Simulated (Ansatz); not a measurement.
RuAl₂ (Fddd, No. 70, 6 atoms in the cell; start mp-10910) was calculated with LDA (Ansatz, a program for electronic structure, PAW).

Numerical settings: plane-wave cutoff 520 eV, 10×10×10 k mesh, Fermi–Dirac smearing 0.01 eV, no spin polarisation, scalar-relativistic PAW data made under PBE.

Cell (relaxed at this level):

```
CELL_PARAMETERS angstrom
      0.00000     3.95791     4.35075
      2.33230     0.00000     4.35075
      2.33230     3.95791     0.00000
ATOMIC_POSITIONS crystal
  Al 0.07886 0.42114 0.07886
  Al 0.42114 0.07886 0.42114
  Al 0.17114 0.82886 0.17114
  Al 0.82886 0.17114 0.82886
  Ru 0.75000 0.75000 0.75000
  Ru 0.50000 0.50000 0.50000
```

Problem. Estimate the band gap, Γ–Γ gap and bulk modulus that the calculation returns.

Solution. 
band gap: 0.08 eV (on the SCF k mesh)
Γ–Γ gap: 1.71 eV
bulk modulus: 188 GPa

Note: the relaxation could not lower the start's symmetry, so the cell can be a saddle point above a distorted one; the bulk modulus is −V dP/dV from two relaxed cells at ±2 % in volume.

Spin–orbit coupling is not included; it can close the smallest gap of 0.08 eV.

A start named mp-… is a Materials Project structure, which need not be a measured phase.
